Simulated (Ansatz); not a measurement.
# Re: pressure series

Base system: Re in the hcp (Mg type) structure (space group P6_3/mmc, No. 194).

```
Re
1.0
    2.75770     0.00000     0.00000
   -1.37885     2.38824     0.00000
    0.00000     0.00000     4.46255
Re
2
Direct
  0.33333   0.66667   0.75000
  0.66667   0.33333   0.25000
```

Cell and atoms are relaxed at each pressure.

The values are results of r2SCAN/PAW in Ansatz (a quantum-chemistry and plane-wave program), no spin-orbit coupling, earlier PAW set, not measurements.

```tsv
P (GPa)	V (Å³/atom)
-2.01	14.772
-1.01	14.734
3.00	14.584
7.00	14.442
15.00	14.178
30.00	13.744
50.00	13.255
75.00	12.745
100.00	12.317
```

A third-order Birch–Murnaghan fit to these points gives V₀ = 14.69 Å³/atom, B₀ = 389 GPa and B₀′ = 4.2. At pressure 100 GPa the volume is 83.8 % of V₀.

Load acts through the strain it causes; cell and atoms are relaxed under it. Stability against distortions was not tested. No other phases were tried under pressure. All final runs are without spin polarisation.
